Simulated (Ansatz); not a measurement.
Gap of a one-dimensional BN body, 2 atoms a period at several levels, all on one geometry.

```yaml
crystal:
  lattice:
    - [11.00000, 0.00000, 0.00000]
    - [0.00000, 11.00000, 0.00000]
    - [0.00000, 0.00000, 2.62194]
  atoms:
    - { symbol: B, position: [0.50000, 0.50000, 0.00000] }
    - { symbol: N, position: [0.50000, 0.50000, 0.50000] }
```

Levels: PBE (plane waves to 420 eV, PAW; Ansatz, an electronic-structure program); r2SCAN (plane waves to 500 eV, PAW; Ansatz); HSE06 run with Ansatz. Unmarked values and the geometry are of the first. Mesh 1×1×116. No spin polarisation. Periodic along z alone, with about 11 Å of vacuum beside it. A hypothetical model. Only distortions within the start's symmetry and period were free. Pairing along the axis, which can open a gap, is among the distortions not tried. HSE06 ran on a 1×1×7 mesh and at PBE's edge points.

| level | gap (eV) |
|---|---|
| PBE | 3.97 |
| r2SCAN | 4.54 |
| HSE06 | (withheld) |

Problem. What belongs in the gaps?

Solution. 
- HSE06, gap (eV): 5.25
